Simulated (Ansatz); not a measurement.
Take Ag in the fcc (Cu type) structure (space group Fm-3m, No. 225; a = 4.0544 Å) as the base.

It is then changed as follows: cell and atoms relaxed at a pressure of 60 GPa.

Levels (all Ansatz, an electronic-structure program, PAW): PBEsol (420 eV, scalar-relativistic without spin-orbit coupling); r2SCAN (500 eV, scalar-relativistic without spin-orbit coupling).

The geometry is relaxed with PBEsol.

```
Item               Result
---------------  --------
PBEsol pressure  60.0 GPa
```

How does going to r2SCAN change the pressure?

The pressure rises by 6.8 GPa, from 60.0 GPa to 66.8 GPa.

Single points use the geometry relaxed with PBEsol. Their cutoffs differ, which shifts pressures a little. Load acts through the strain it causes; cell and atoms are relaxed under it. Stability against distortions was not tested. Competing high-pressure phases were not computed.
